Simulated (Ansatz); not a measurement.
The starting structures come from a database of crystals and need not be the phases stable at ambient conditions.

By r2SCAN, the system below comes out a metal.

The ballistic (Sharvin) conductance counts the channels at the Fermi level: G/A = (e²/h) × channels of both spins per area.

Data:

```yaml
crystal:
  lattice:
    - [3.77309, 0.00000, 0.00000]
    - [0.00000, 4.81945, 0.00000]
    - [1.88655, 0.00000, 3.26759]
  atoms:
    - { symbol: Pt, position: [0.00000, 0.00000, 0.00000] }
    - { symbol: Se, position: [0.66667, 0.26528, 0.66667] }
    - { symbol: Se, position: [0.33333, 0.73472, 0.33333] }
```

The cell was relaxed by PBE-D3(BJ); by r2SCAN it stands under a pressure of 1.6 GPa.

The current flows along the normal of the first two printed cell vectors, the (100) plane of the conventional cell. No spin-orbit coupling; the value is a mean over 0.1 eV about the Fermi level.

**Question.** Compute, with Ansatz (an electronic-structure program) with r2SCAN, the ballistic conductance per area.

**Answer.** 0.16 × 10¹⁵ S/m² for both spins.
